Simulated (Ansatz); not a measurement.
The parent structure is YN in the rock salt structure (space group Fm-3m, No. 225; a = 4.896 Å).

Method: plane-wave PAW DFT at the r2SCAN level (Ansatz, a quantum-chemistry and plane-wave program, 500 eV), no spin-orbit coupling.

Before the change:

* **Gap character**: indirect, Γ → X
* **Pressure**: 0.00 GPa

One thing is altered: the cell is scaled by 0.9946 in all directions; the atoms relax in the strained cell.

Question: How does this affect the mean gap deformation potential ΔEg/Δln V, gap character, energy relative to the base and pressure?

Answer: The mean gap deformation potential ΔEg/Δln V amounts to +1.7 eV; the gap character remains indirect, Γ → X; the energy rises by 2.1 meV/atom; the pressure goes from zero to 2.85 GPa.

Gaps are Kohn–Sham eigenvalue differences; semilocal functionals usually give less than the measured gap. No phonon test of stability was made.
